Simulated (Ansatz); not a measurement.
**Step by step: formation energy of Cl_Cu in Cu (fcc, Fm-3m)**

Subject: the formation energy of Cl_Cu in Cu (fcc, Fm-3m). Reaction: 63 Cu (fcc) + 1/2 Cl2 (gas) → cell A.

A: a supercell of 64 sites of Cu (fcc, Fm-3m) with Cl on a Cu site (12 Cu at 2.63–2.65 Å); spin state with PBE: run without spin.

Ansatz (a program for electronic structure) with PAW potentials; structures come from PBE relaxations, nuclei static, no net charge. Ansatz runs with its default PAW set. Other levels take these structures. The lattices are those relaxed with PBE, so at other levels the solids can be strained, which adds to the spread. Larger cells are relaxed from a start prepared with the learned potential CHGNet, on a coarser mesh till forces fall under 0.03 eV/Å, which some starts already meet. A dispersion term (D3(BJ), or D4 for r2SCAN) was computed beside these levels and is taken off wherever the name lacks it. The d electrons get no Hubbard U. Mesh and cell size may move defect energies by 0.1 eV or more. Cell A has symmetry I4mm within 0.02 Å and got no random move, so less symmetric positions, which may lie lower, weren't tried.

Total energies of the cells in eV, at zero smearing width. They compare only within one column; the weights balance every element.

| cell | atoms | weight | r2SCAN | PBE+D3(BJ) |
|---|---|---|---|---|
| A: Cu:Cl_Cu | 64 | +1 | -418849.54215 | -418500.41629 |
| Cu (fcc) | 64 | −63/64 | -424398.58055 | -424048.05208 |
| Cl2 (gas) | 2 | −1/2 | -2167.03331 | -2158.91685 |

r2SCAN: (-418849.54215) − 63/64 × (-424398.58055) − 1/2 × (-2167.03331) = 1.327 eV.

PBE+D3(BJ): (-418500.41629) − 63/64 × (-424048.05208) − 1/2 × (-2158.91685) = 1.343 eV.
